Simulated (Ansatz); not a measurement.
The reference is SnTe in the rock salt structure (space group Fm-3m, No. 225; a = 6.409 Å).

(Cell as relaxed with PBE.)

Levels (all Ansatz, a first-principles code, PAW, earlier PAW set): PBE (420 eV, no spin-orbit coupling); r2SCAN (500 eV, no spin-orbit coupling).

Each level relaxes its own structure.

| base | PBE | r2SCAN |
|---|---|---|
| volume per atom | 32.91 Å³ | 32.33 Å³ |
| lattice parameter a | 6.409 Å | 6.371 Å |
| band gap | 0.05 eV | 0.13 eV |

Modification: an isotropic linear strain of +0.17 %, atoms relaxed at fixed cell.

| quantity | PBE | r2SCAN |
|---|---|---|
| energy relative to the base (free energy F) | +0.1 meV/atom | ___ |
| gap character | direct at L | ___ |

Problem. Given the PBE results, estimate those of r2SCAN.

Solution. 
- energy relative to the base (free energy F), r2SCAN: +0.1 meV/atom
- gap character, r2SCAN: direct at L

The two agree on the energy relative to the base and gap character. Neither level is exact; r2SCAN is the comparison here, not a measurement.

With Te present, leaving out spin-orbit coupling can change the band edges. Whether these cells are dynamically stable was not tested. The zero or small gap of SnTe can change with the level of theory.
